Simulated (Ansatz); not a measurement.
For anti-fluorite Na$_{2}$S at 600 K, quasi-harmonic approximation with Ansatz (a first-principles code), PBE functional, plane-wave PAW gives a volume expansion coefficient α_V = 122.57 × 10⁻⁶ K⁻¹, an isothermal bulk modulus B_T = 20.3 GPa, a molar volume V_m = 45.390 cm³/mol and C_V = 73.95 J/(mol K). Dynamical quadrupoles are not included in the interpolation of the phonons between the solved wave vectors.

Task: Work out the Grüneisen parameter, C_P and the adiabatic bulk modulus.

Result: γ = α_V B_T V_m / C_V = 1.53. C_P − C_V = α_V² B_T V_m T = 8.30 J/(mol K), so C_P = 82.25 J/(mol K). B_S = B_T C_P/C_V = B_T (1 + α_V γ T) = 22.6 GPa.
